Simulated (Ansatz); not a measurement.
Consider NiO in the rock salt structure (space group Fm-3m, No. 225; ferromagnetic).

```
CELL_PARAMETERS angstrom
      0.00000     2.10795     2.10795
      2.10795     0.00000     2.10795
      2.10795     2.10795     0.00000
ATOMIC_POSITIONS crystal
  O  0.00000 0.00000 0.00000
  Ni 0.50000 0.50000 0.50000
```

Method: PBE (Ansatz, a program for electronic structure), scalar-relativistic without spin-orbit coupling.

Base values:

The lattice parameter a is 4.216 Å and the magnetic state is ferromagnetic.

It is then changed as follows: Mn takes the place of Ni on all its sites, then cell and atoms are relaxed.

Tabulated Pauling electronegativity and covalent radius: Ni 1.91, 1.24 Å; Mn 1.55, 1.39 Å.

What happens to the lattice parameter a and magnetic state?

The lattice parameter a increases by 0.225 Å to 4.441 Å; the magnetic state is still ferromagnetic.

Stability against distortions was not tested. No Hubbard U is applied and the magnetic state is the run's own (MnO ferromagnetic; NiO ferromagnetic); other magnetic orders, which need larger cells, were not tried and can change the gap. In its common phase, real MnO is an antiferromagnetic insulator at low temperature. In its common phase, real NiO is an antiferromagnetic insulator at low temperature.
